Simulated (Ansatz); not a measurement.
**What 3 layers does to hypothetical Fm-3m MoTe2**

The reference is MoTe2 (space group Fm-3m, No. 225; a = 6.561 Å; a hypothetical phase, not in the database extracts checked). Axes: x, y, z lie along the cube axes.

Perturbation: a free-standing slab of 3 layers (9 atoms, 3 a layer) is cut normal to [111], with 15 Å of vacuum and the in-plane cell held at bulk.

Level of theory: plane-wave PAW DFT at the PBEsol level (Ansatz, a first-principles code, 420 eV), without spin-orbit coupling. Γ-centred 12×12×1 mesh, Fermi–Dirac width 0.05 eV, for the changed cell.

| quantity | base | changed | shift |
|---|---|---|---|
| shortest interatomic distance | 284.1 pm | 271.7 pm | -12.4 pm |
| band gap | zero | zero | – |
| excess energy per area of both faces (slab less bulk energy over the cell's area: twice a surface energy) (uncertain by up to 0.08 J/m²) | – | 0.8 J/m² | – |
| thickness between the outermost nuclei | – | 9.25 Å | – |
| change of the spacing d12 from its bulk value of 0.947 Å | – | -3.3 % | – |
| change of the spacing d23 from its bulk value of 0.947 Å | – | -8.2 % | – |

Slab and bulk use different k-meshes, which limits the precision of the excess energy. With Te present, leaving out spin-orbit coupling can change the band edges. Whether these cells are dynamically stable was not tested. All final runs are without spin polarisation. MoTe2 has a high density of states at the Fermi level and may be magnetic at this level. The zero or small gap of MoTe2 can change with the level of theory.
